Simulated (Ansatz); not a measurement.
The starting structures come from a database of crystals and need not be the phases stable at ambient conditions.

 Where the default PAW files enter, the runs use the earlier of Ansatz's two default sets.

Inside the gap of an insulator the Bloch states are evanescent, with a wavenumber k + iκ along the transport direction.

```
CELL_PARAMETERS angstrom
      5.28435     0.00000     0.00000
      0.12818     5.74318     0.00000
      0.00000     0.00000     4.88297
ATOMIC_POSITIONS crystal
  Sc 0.21904 0.67074 0.50973
  Sc 0.78096 0.32926 0.49027
  Sc 0.78096 0.82926 0.00973
  Sc 0.21904 0.17074 0.99027
  O  0.91820 0.60024 0.27449
  O  0.08180 0.39976 0.72551
  O  0.08180 0.89976 0.77449
  O  0.91820 0.10024 0.22551
  F  0.57457 0.11508 0.77436
  F  0.42543 0.88492 0.22564
  F  0.42543 0.38492 0.27436
  F  0.57457 0.61508 0.72564
```

Space group of this cell: P2_1/c. The cell is taken as given.

Transport runs along the normal of the first two printed cell vectors.

The gap is the functional's own. No spin-orbit coupling. Mid-gap values are interpolated on the energy grid.

Problem. State the band gap and the smallest decay constant κ at mid-gap according to r2SCAN in Ansatz (a program for electronic structure).

Solution. Gap 5.17 eV on a 6×6×6 mesh; κ = 0.550 1/Å, at the zone centre.
